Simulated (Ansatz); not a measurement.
# Several settings converged on SnO (P4mm, 4 atoms in the cell)

```
CELL_PARAMETERS angstrom
      3.78100     0.00000     0.00000
      0.00000     3.78100     0.00000
      0.00000     0.00000     4.81580
ATOMIC_POSITIONS crystal
  Sn 0.50000 0.00000 0.77238
  Sn 0.00000 0.50000 0.23800
  O  0.50000 0.50000 0.00000
  O  0.00000 0.00000 0.00000
```

Base method: PBEsol, default PAW files made with PBE (plane waves; Ansatz, a program for electronic structure).

Base settings: basis.ecutwfc = 420 eV; kpoints.mp_grid.grid = 7 7 5; hamiltonian.xc = pbesol; hamiltonian.pseudopotentials = {kind: paw} (the program's default PAW files); scf.occupations.method = fermi_dirac; scf.occupations.width = 0.02 eV.

The count of work is k-points × plane waves × bands × iterations; it is no time. 

**The cutoff for other potential files**

Level: DFT, PBEsol, plane waves, harder PAW files (source: ansatz) made with PBE.

In this ladder: hamiltonian.pseudopotentials = {kind: paw, source: ansatz}.

The second cell is the first with its lattice scaled by 0.98.

The mesh stays at the base's, so the ladder's end is converged at best in this setting alone.

The first pressure column holds Ansatz's estimate of the finite-basis (Pulay) stress, which hides part of the cutoff error; the other is without it.

Only quantities that move along the ladder and can be compared are tabulated.

| basis.ecutwfc | free energy less the last step's (meV/atom) | energy of the compressed cell less the first (meV/atom) | pressure (GPa) | pressure without the Pulay estimate (GPa) | largest difference of a force vector from the last step's (eV/Å) | count of work / last |
|---|---|---|---|---|---|---|
| 420 eV | 1390.13 | 50.40 | 3.58 | -65.43 | 0.072 | 0.11 |
| 510 eV | 295.29 | 40.94 | 3.21 | -11.77 | 0.001 | 0.14 |
| 650 eV | 28.96 | 43.73 | 3.37 | 1.31 | 0.002 | 0.20 |
| 790 eV | 1.89 | 43.74 | 3.37 | 3.18 | 0.001 | 0.28 |
| 930 eV | 0.39 | 43.73 | 3.37 | 3.37 | 0.000 | 0.35 |
| 1115 eV | 0.26 | 43.72 | 3.37 | 3.36 | 0.000 | 0.46 |
| 1395 eV | 0.10 | 43.72 | 3.37 | 3.37 | 0.000 | 0.65 |
| 1860 eV | 0.00 | 43.72 | 3.37 | 3.37 | 0.000 | 1.0 |

Coarsest basis.ecutwfc that holds the forces within 0.02 eV/Å of the last step, with all finer ones: 510 eV, at 0.14 of the last step's count of work; the step before is off by 0.072 eV/Å.

Coarsest basis.ecutwfc that holds the energy of the compressed cell less the first within 1 meV/atom of the last step, with all finer ones: 650 eV, at 0.20 of the last step's count of work; the step before is off by 2.8 meV/atom.

Coarsest basis.ecutwfc that holds the pressure without the Pulay estimate within 1 GPa of the last step, with all finer ones: 790 eV, at 0.28 of the last step's count of work; the step before is off by 2.1 GPa.

The energy difference between the two cells stays within 1 meV/atom of the last step's from 650 eV on, the total only from 930 eV on: much of the error is common to both cells and cancels.

At the lowest cutoff the pressure without the Pulay estimate lies 68.8 GPa under the last step's, the usual sign of Pulay stress in an incomplete plane-wave basis.

**The density cutoff**

The second cell is the first with its lattice scaled by 0.98.

The mesh stays at the base's, so the ladder's end is converged at best in this setting alone.

Only quantities that move along the ladder and can be compared are tabulated.

| basis.ecutrho_ratio | free energy less the last step's (meV/atom) | energy of the compressed cell less the first (meV/atom) | pressure (GPa) |
|---|---|---|---|
| 2 | -2.60 | 44.46 | 3.70 |
| 3 | 0.08 | 43.89 | 3.39 |
| 4 | 0.00 | 43.90 | 3.39 |
| 5 | 0.00 | 43.90 | 3.39 |
| 6 | 0.00 | 43.90 | 3.39 |
| 8 | 0.00 | 43.90 | 3.39 |
| 10 | 0.00 | 43.90 | 3.39 |
| 12 | 0.00 | 43.90 | 3.39 |
| 16 | 0.00 | 43.90 | 3.39 |

Coarsest basis.ecutrho_ratio that holds the energy of the compressed cell less the first within 0.2 meV/atom of the last step, with all finer ones: 3; the step before is off by 0.55 meV/atom.

Coarsest basis.ecutrho_ratio that holds the pressure within 0.1 GPa of the last step, with all finer ones: 3; the step before is off by 0.30 GPa.

Coarsest basis.ecutrho_ratio that holds the free energy within 2 meV/atom of the last step, with all finer ones: 3; the step before is off by 2.6 meV/atom.

The energy difference between the two cells stays within 1 meV/atom of the last step's from 2 on, the total only from 3 on: much of the error is common to both cells and cancels.

**The relaxed cell against the cutoff**

On SnO (P4/nmm, 4 atoms in the cell): atoms on their sites.

In this ladder: relax = cell and atoms.

The mesh stays at the base's, so the ladder's end is converged at best in this setting alone.

Only quantities that move along the ladder and can be compared are tabulated.

```csv
basis.ecutwfc,relaxed volume (Å³/atom),relaxation steps
250 eV,16.932,41
295 eV,17.262,25
355 eV,17.192,12
420 eV,17.239,7
505 eV,17.237,5
630 eV,17.236,5
840 eV,17.236,5
```

Coarsest basis.ecutwfc that holds the relaxed volume within 0.017 Å³/atom of the last step, with all finer ones: 420 eV; the step before is off by 0.044 Å³/atom.

At the lowest cutoff the cell relaxes to a volume 1.8 % smaller than at the highest. Ansatz relaxes on a stress corrected for the finite basis.

On the base run: the starting cell has typed, rounded lattice constants, without a prior relaxation at this level. Its lattice was rescaled by up to half a per cent. One atom was moved a little off its site on purpose.

Left out of this page: 1 run of the series failed or unconverged.

Keys are those of Ansatz 0.2.
